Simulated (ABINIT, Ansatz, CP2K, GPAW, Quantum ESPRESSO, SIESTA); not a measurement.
**Code comparison for Hf (P6_3/mmc, 2 atoms in the cell)**

Self-consistent single point.

```
CELL_PARAMETERS angstrom
      1.57857    -2.73417     0.00000
      1.57857     2.73417     0.00000
      0.00000     0.00000     4.99798
ATOMIC_POSITIONS crystal
  Hf 0.33333 0.66667 0.25000
  Hf 0.66667 0.33333 0.75000
```

All programs got the same cell, k-point mesh and kind of occupations (in Ansatz's words: kpoints.mp_grid.grid = 8 8 5; scf.occupations.method = gaussian; scf.occupations.width = 0.0073 Ry); potentials, basis and cutoffs are each program's usual ones.

```json
[
 {"code": "GPAW", "model": "PBE, GPAW PAW datasets PBE (gpaw-data 1.0.1)", "pressure (GPa)": "5.66", "k-points": "30", "cutoff": "550 eV"},
 {"code": "CP2K", "model": "PBE, GPW, DZVP-MOLOPT-SR-GTH basis, GTH-PBE potentials (GTH_POTENTIALS)", "pressure (GPa)": "6.39", "k-points": "162", "cutoff": "grid 500 Ry"},
 {"code": "ABINIT", "model": "PBE, norm-conserving pseudopotentials (PseudoDojo nc-sr-05 PBE standard)", "pressure (GPa)": "5.36", "k-points": "30", "cutoff": "789 eV"},
 {"code": "SIESTA", "model": "GGA PBE, numerical atomic orbitals DZP, PseudoDojo PBE standard norm-conserving potentials (rewritten from UPF to PSML)", "pressure (GPa)": "5.31", "k-points": "168", "cutoff": "grid 400 Ry"},
 {"code": "Ansatz", "model": "PBE, default PAW files", "pressure (GPa)": "5.20", "k-points": "30", "cutoff": "default"},
 {"code": "Quantum ESPRESSO", "model": "PBE, SSSP 1.1.2 efficiency (PBE) pseudopotentials", "pressure (GPa)": "5.38", "k-points": "30", "cutoff": "60 Ry"}
]
```

The spread over the programs that give each value: pressure within 1.19 GPa.

The starting cell has typed, rounded lattice constants, without a prior relaxation at this level. Its lattice was rescaled by a random factor within 2.5 % of one. On Ansatz's run: Spin-orbit coupling is off. In the base run, with a pressure of about 5 GPa the cell is away from its equilibrium volume at this level.

Question: Why do the programs differ, and what cannot be compared?

Answer: Differences of this kind can come from the potentials, where these differ, and from what each basis and cutoff leave unconverged. The valence holds different numbers of electrons (GPAW 24, CP2K 24, ABINIT 24, SIESTA 24, Ansatz (a quantum-chemistry and plane-wave program) 52, Quantum ESPRESSO 24). The zero of total energies and Fermi levels follows the potentials and each program's conventions, so they are not compared here. CP2K and SIESTA use small atom-centred bases, whose incompleteness enters pressures, forces and empty levels differently from a plane-wave cutoff. Ansatz's pressure is given at a fixed set of plane waves, as the other plane-wave codes print theirs; with its correction for the finite basis it is 5.25 GPa. Ansatz's smearing width was typed in Ry to four decimals, so it matches the others to a few per cent. The programs reduce the same mesh by symmetry to different extents, which changes the work and not the result. In the pressure, CP2K (by 1.02) lies more than 1 GPa from the median of the plane-wave programs.

Left out of this page: Elk and FLEUR (not drawn, or without a comparable value).

Keys are those of Ansatz 0.2.
